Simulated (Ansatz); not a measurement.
LiH (model structure, F-43m, No. 216, 2 atoms in the cell) was calculated with LDA in Ansatz (plane waves, PAW).

Run with plane-wave cutoff 520 eV, 14×14×14 k mesh, Fermi–Dirac smearing 0.01 eV, scalar-relativistic PAW data made under PBE.

Cell (relaxed at this level):

```
CELL_PARAMETERS angstrom
      0.00000     2.08998     2.08998
      2.08998     0.00000     2.08998
      2.08998     2.08998     0.00000
ATOMIC_POSITIONS crystal
  Li 0.00000 0.00000 0.00000
  H  0.25000 0.25000 0.25000
```

### Question
Predict the band gap, Γ–Γ gap and bulk modulus B0.

### Answer

* **band gap**: 4.08 eV (on the SCF k mesh)
* **Γ–Γ gap**: 17.79 eV
* **bulk modulus B0**: 30.1 GPa

Note: the bulk modulus is −V dP/dV from two relaxed cells at ±2 % in volume; the relaxation could raise the start's symmetry but not lower it, so the cell can be a saddle point.

A model structure was made by putting elements into a prototype or built by hand; it is no filed structure, need not be a known phase, and can be a saddle point held by its symmetry.

Ansatz is an electronic-structure program.
